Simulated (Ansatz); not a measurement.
**Nb, element substitutions**

The reference is Nb in the bcc (W type) structure (space group Im-3m, No. 229).

```
CELL_PARAMETERS angstrom
     -1.63562     1.63562     1.63562
      1.63562    -1.63562     1.63562
      1.63562     1.63562    -1.63562
ATOMIC_POSITIONS crystal
  Nb 0.00000 0.00000 0.00000
```

Each row replaces one element on all its sites; cell and atoms are relaxed.

Method: PBEsol (Ansatz, a quantum-chemistry and plane-wave program, PAW, no SOC), earlier PAW set.

Before the change:

| Property | Result |
|---|---|
| Volume per atom | 17.50 Å³ |

The aim is a volume per atom between 24.78 Å³ and 26.69 Å³. Which of these changes reaches it?
A. Nb → Ta
B. Nb → Sb
C. Nb → Hf
D. Nb → Be

B, Nb → Sb. It gives 25.94 Å³; Nb → Hf gives 21.26 Å³; Nb → Ta gives 17.67 Å³; Nb → Be gives 7.74 Å³. Changes not listed may reach it too

Whether these cells are dynamically stable was not tested. For Be and Sb in this form, whether it has been made was not checked. The final runs are not spin-polarised. This is not the structure that Hf has at room temperature and ambient pressure. This is not the structure that Be has at room temperature and ambient pressure. This is not the structure that Sb has at room temperature and ambient pressure.
